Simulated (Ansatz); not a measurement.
Start from BeSe in the zinc blende structure (space group F-43m, No. 216).

```cif
data_Be4Se4
_chemical_formula_sum 'Se4 Be4'
_space_group_name_H-M_alt 'F-43m'
_space_group_IT_number 216
_space_group_name_Hall 'F -4 2 3'
_cell_length_a 5.12891
_cell_length_b 5.12891
_cell_length_c 5.12891
_cell_angle_alpha 90.000
_cell_angle_beta 90.000
_cell_angle_gamma 90.000
loop_
_atom_site_label
_atom_site_type_symbol
_atom_site_symmetry_multiplicity
_atom_site_Wyckoff_symbol
_atom_site_fract_x
_atom_site_fract_y
_atom_site_fract_z
_atom_site_occupancy
Se1 Se 4 c 0.25000 0.25000 0.25000 1
Be1 Be 4 a 0.00000 0.00000 0.00000 1
```
(The calculation used a cell of 2 atoms; values per cell refer to that cell.)

All numbers come from DFT with PBEsol, PAW potentials and a 420 eV plane-wave cutoff in Ansatz (a program for electronic structure), scalar-relativistic without spin-orbit coupling.

Before the change:

The band gap is 2.47 eV.

One thing is altered: the cell is scaled by 0.9877 in all directions, atoms relaxed at fixed cell.

Problem. What happens to the band gap?

Solution. The band gap falls by 0.084 eV to 2.38 eV.

The cells carry an imposed strain or load. Stability against distortions was not tested.
